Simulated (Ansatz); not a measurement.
Take Ru in the hcp (Mg type) structure (space group P6_3/mmc, No. 194; a = 2.691 Å, c = 4.249 Å; relaxed with 0.1 eV smearing) as the base.

Level of theory: PBEsol (Ansatz, an electronic-structure program, PAW, spin-orbit coupling left out).

For the base:

The pressure is 0.0 GPa and the band gap comes out as zero.

Now apply this change: the cell is scaled by 1.0150 in all directions, atoms relaxed at fixed cell.

Q: Estimate the effect on the energy relative to the base.

A: The energy grows by 28 meV/atom.

Q: What does the calculation give for the pressure after the change?

A: The pressure (mean of the normal stresses, compression positive) goes from zero to -13.9 GPa.

Q: Estimate the effect on the band gap.

A: The band gap remains zero.

The cells carry an imposed strain or load. Stability against distortions was not tested. The final runs are not spin-polarised.
